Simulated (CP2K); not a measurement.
CP2K run on Zn₂GeS₃ (P3m1, 6 atoms in the cell): self-consistent single point.

Method: PBEsol, GPW, DZVP-MOLOPT-SR-GTH basis, GTH-PBE potentials (GTH_POTENTIALS) (CP2K).

The change in words: lattice scaled by 0.98. Reference geometry:
```xyz
6
Lattice="3.8580 0.0000 0.0000 -1.9290 3.3411 0.0000 0.0000 0.0000 10.5329" Properties=species:S:1:pos:R:3 pbc="T T T"
Zn     1.9290     1.1137     3.7027
Zn     0.0000     2.2274     6.8274
Ge     0.0000     0.0000    10.5327
S      0.0000     0.0000     2.9985
S      1.9290     1.1137     6.1561
S      0.0000     2.2274     9.2810
```

Reference input (self-consistent single point, DFT PBEsol, GPW, DZVP-MOLOPT-SR-GTH basis, GTH-PBE potentials (GTH_POTENTIALS)): CUTOFF = 600 Ry; REL_CUTOFF = 50 Ry; KPOINTS/SCHEME = MONKHORST-PACK 9 9 3; XC_FUNCTIONAL = PBE:PBESOL; Zn/BASIS_SET = DZVP-MOLOPT-SR-GTH-q12; Zn/POTENTIAL = GTH-PBE-q12; Ge/BASIS_SET = DZVP-MOLOPT-SR-GTH-q4; Ge/POTENTIAL = GTH-PBE-q4; S/BASIS_SET = DZVP-MOLOPT-SR-GTH-q6; S/POTENTIAL = GTH-PBE-q6; METHOD = GPW; EPS_DEFAULT = 1e-10. This run's input differs from it in these lines:

```diff
@@ -61,4 +61,4 @@
     &CELL
-      ABC 3.85802000 3.85801972 10.53289000
-      ALPHA_BETA_GAMMA 90.00000000 90.00000000 120.00000244
+      ABC 3.78086000 3.78085930 10.32223200
+      ALPHA_BETA_GAMMA 90.00000000 90.00000000 120.00000612
       PERIODIC XYZ
@@ -66,8 +66,8 @@
     &COORD
-      Zn       1.92901193     1.11371322     3.70273215
-      Zn      -0.00000193     2.22742978     6.82741930
-      Ge       0.00000000     0.00000000    10.53267934
-      S        0.00000000     0.00000000     2.99850313
-      S        1.92901193     1.11371322     6.15605289
-      S       -0.00000193     2.22742978     9.28095069
+      Zn       1.89043189     1.09143891     3.62867744
+      Zn      -0.00000189     2.18288109     6.69087078
+      Ge       0.00000000     0.00000000    10.32202556
+      S        0.00000000     0.00000000     2.93853301
+      S        1.89043189     1.09143891     6.03293171
+      S       -0.00000189     2.18288109     9.09533150
     &END COORD
```

The program printed (abridged):

```
 SCF WAVEFUNCTION OPTIMIZATION

  Step     Update method      Time    Convergence         Total energy    Change
     1 NoMix/Diag. 0.30E+00      -     1.59821390      -155.5406352618 -1.56E+02
     2 Broy./Diag. 0.30E+00      -     0.08745216      -155.4182682728  1.22E-01
     3 Broy./Diag. 0.30E+00      -     0.06453864      -155.3194952029  9.88E-02
     4 Broy./Diag. 0.30E+00      -     0.02893715      -155.3727595094 -5.33E-02
     5 Broy./Diag. 0.30E+00      -     0.00777948      -155.3930176504 -2.03E-02
     6 Broy./Diag. 0.30E+00      -     0.00103000      -155.3626222774  3.04E-02
   [... 4 lines left out ...]
    11 Broy./Diag. 0.30E+00      -     0.00002164      -155.3538133491  9.62E-05
    12 Broy./Diag. 0.30E+00      -     0.00000279      -155.3537919063  2.14E-05
    13 Broy./Diag. 0.30E+00      -     0.00000169      -155.3537926507 -7.44E-07
    14 Broy./Diag. 0.30E+00      -     0.00000039      -155.3537939944 -1.34E-06
  *** SCF run converged in    14 steps ***

  Overlap energy of the core charge distribution:               0.00000000667046
  Self energy of the core charge distribution:               -240.19761323839896
  Core Hamiltonian energy:                                     68.92333620692047
  Hartree energy:                                              41.45040178075828
  Exchange-correlation energy:                                -25.52991875034013

  Total energy:                                              -155.35379399438989

                     Mulliken Population Analysis

 #  Atom  Element  Kind  Atomic population                           Net charge
       1     Zn       1         12.317245                             -0.317245
       2     Zn       1         12.271115                             -0.271115
   [... lines left out ...]

 STRESS| Analytical stress tensor [bar]
 STRESS|                        x                   y                   z
 STRESS|      x        1.97803988502E+04   8.33926094890E-01   3.45971045730E-02
 STRESS|      y        8.33926094890E-01   1.97811695105E+04  -2.14672962788E-02
 STRESS|      z        3.45971045730E-02  -2.14672962788E-02   1.77672211166E+04
 STRESS| 1/3 Trace                                             1.91095964924E+04
```

The run converged in 14 iterations. Against the reference run the free energy falls by 1.4 meV/atom, the pressure goes from -2.05 to 1.91 GPa, the largest force goes from 0.221 to 0.474 eV/Å and the gap on the mesh goes from 1.039 to 0.884 eV.

The starting cell comes from a database of computed structures (which also holds hypothetical and non-ambient phases and stackings), without a prior relaxation at this level. For this run, on top of that: lattice scaled by 0.98. Values carry the incompleteness of an atom-centred basis. The potentials were made for another functional than the one used.

Cost on one core of a shared machine: roughly 30 s.
